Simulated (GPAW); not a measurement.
Band structure of GdSi₂Ru₂ (I4/mmm, 5 atoms in the cell).

```
CELL_PARAMETERS angstrom
     -2.08079     2.08079     4.78677
      2.08079    -2.08079     4.78677
      2.08079     2.08079    -4.78677
ATOMIC_POSITIONS crystal
  Gd 0.00000 0.00000 0.00000
  Si 0.36650 0.36650 0.00000
  Si 0.63350 0.63350 0.00000
  Ru 0.25000 0.75000 0.50000
  Ru 0.75000 0.25000 0.50000
```
Moments meant for the start (each program seeds them in its own way; μB, in the order of the atoms Gd Si Si Ru Ru): 7.0 0.0 0.0 0.0 0.0.

Computed with LDA (Perdew-Wang 92), GPAW PAW datasets LDA (gpaw-data 1.0.1) (plane waves; GPAW).

Settings: spinpol = true; mode = pw; ecut = 800 eV; xc = LDA; kpts = 5 5 5; mesh shift (steps) = 0 0 0; occupations.name = methfessel-paxton; occupations.width = 0.272 eV; occupations.order = 0; nbands = -9; convergence.density = 1e-05 e/electron; symmetry.symmorphic = false; symmetry.tolerance = 0.0005; maxiter = 120.

The starting cell comes from a database of computed structures (which also holds hypothetical and non-ambient phases and stackings), without a prior relaxation at this level. Its lattice was rescaled by a random factor within 2.5 % of one. Spin-orbit coupling is off. With one magnetic atom in the cell only a parallel order is possible. With U or open f shells several self-consistent states can exist. The f electrons are in the valence without U or exact exchange, which can misplace them near the Fermi level. Spin-orbit terms, which matter for f shells, are left out.

Levels in eV from the Fermi level, bands 30 to 36 of the first spin channel:
| point | 30 | 31 | 32 | 33 | 34 | 35 | 36 |
|---|---|---|---|---|---|---|---|
| Γ | -0.51 | -0.51 | -0.48 | -0.39 | -0.07 | 1.34 | 2.96 |
| X | -1.96 | -0.73 | -0.65 | -0.60 | -0.58 | 1.74 | 1.90 |
| Y | -2.01 | -1.38 | -0.73 | -0.30 | 0.38 | 1.75 | 1.97 |
| S | -1.55 | -1.49 | -1.42 | 1.06 | 1.36 | 2.03 | 3.18 |
| Z | -0.13 | 0.54 | 0.54 | 1.23 | 1.34 | 2.40 | 2.41 |
| S1 | -1.55 | -1.49 | -1.42 | 1.06 | 1.36 | 2.03 | 3.18 |
| N | -1.89 | -1.71 | -0.69 | -0.38 | 0.80 | 2.82 | 3.34 |
| P | -1.96 | -0.70 | -0.66 | -0.66 | -0.61 | 1.83 | 1.83 |
| Y1 | -2.01 | -1.38 | -0.73 | -0.30 | 0.38 | 1.75 | 1.97 |

Bands cross the Fermi level along this path, so the cell is metallic at this level.

The net moment of the cell came out as 7.12 μB.
